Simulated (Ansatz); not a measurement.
# Al under load (space group Fm-3m): resistivity and electron-phonon coupling

```
Al
1.0
    0.00000     1.86273     1.86273
    1.86273     0.00000     1.86273
    1.86273     1.86273     0.00000
Al
1
Cartesian
  0.00000   0.00000   0.00000
```

The numbers are results of PBEsol, DFPT electron-phonon coupling, linearised Boltzmann equation (plane waves, PAW, scalar-relativistic; Ansatz, a quantum-chemistry and plane-wave program), not measurements. Condition of this run: hydrostatic pressure 30 GPa (the target of the relaxation). Cell: relaxed with this functional, without spin-orbit coupling, then loaded as said.

| Item | Result |
|---|---|
| resistivity at 300 K | 0.90 μΩ·cm |
| electron mean free path at 300 K (weighted by the current that each state carries) | 62 nm |
| resistivity times mean free path for one path shared by all states (from the Fermi surface's area) | 5.2 ×10⁻¹⁶ Ω·m² |
| density of states at the Fermi level | 0.146 states/(eV·spin·cell) |
| Drude plasma energy | 12.6 eV |

A metal at this level (no band gap). Only scattering by harmonic phonons is included (no impurities, grain boundaries, electron-electron scattering or thermal expansion). Spin-orbit coupling is left out. Halving the electron mesh (40x40x40) moves the resistivity by up to 5 % at 300 K, the mean free path by up to 9 %. Smearing 0.20 eV; phonons on a 6x6x6 q mesh, which this run doesn't test and which matters most at low temperature.
